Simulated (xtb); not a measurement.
xtb 6.7.1, GFN2-xTB: Nb(O)(OH)3 ([O]=[Nb]([OH])([OH])[OH]), 8 atoms. The geometry is a generated start, not checked to be a minimum at this level.

| Quantity | Value |
|---|---|
| run flags | --grad |
| method | GFN2-xTB |
| --acc | 1 (default) |
| --etemp (K) | 300 (default) |
| basis functions | 29 |
| valence electrons | 32 |

```xyz
8

Nb     0.0816     0.0650    -0.0733
O      1.2169     0.8039    -1.0986
O      1.0413    -0.8660     1.1611
H      1.8633    -1.1753     1.5536
O     -0.9099    -1.0482    -1.1174
H     -1.1626    -1.4467    -1.9559
O     -0.9110     1.3916     0.6584
H     -1.2198     2.2757     0.8722
```

Charge 0 and multiplicity 1 are set for this test and not shown to be the ground state.

One run each on 1 thread. Values of broydamp tried: 0.02, 0.05, 0.1, 0.2, 0.4 (default), 0.6, 0.8, 1.

**Question.** Which value of broydamp needs the fewest SCC iterations, and what happens away from it?

**Answer.** Fewest SCC iterations: 0.1 with 18. The count rises to 46 at 0.02. All converge to one solution.

```tsv
broydamp	SCC iterations	end
0.02	46	same solution
0.05	41	same solution
0.1	18	same solution
0.2	22	same solution
0.4 (default)	23	same solution
0.6	23	same solution
0.8	24	same solution
1	39	same solution
```
